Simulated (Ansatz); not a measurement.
Take SrTiO$_{3}$ in the cubic perovskite structure (space group Pm-3m, No. 221; a = 3.907 Å) as the base.

Method: r2SCAN in Ansatz (plane waves to 500 eV, PAW, scalar-relativistic without spin-orbit coupling).

Base values:

```
Item               Result
---------------  --------
Band gap          2.26 eV
Volume per atom  11.93 Å³
```

The change: a negative pressure, −1 GPa.

Question: How does this affect the band gap?

Answer: The band gap drops by 0.01 eV to 2.25 eV.

Question: How does this affect the volume per atom?

Answer: The volume per atom rises by 0.06 Å³ (11.93 Å³ → 11.99 Å³).

Load acts through the strain it causes; cell and atoms are relaxed under it. No phonon test of stability was made. All final runs are without spin polarisation. Many cubic perovskites are stable only at high temperature; tilts and polar distortions were not tested.

Ansatz is a quantum-chemistry and plane-wave program.
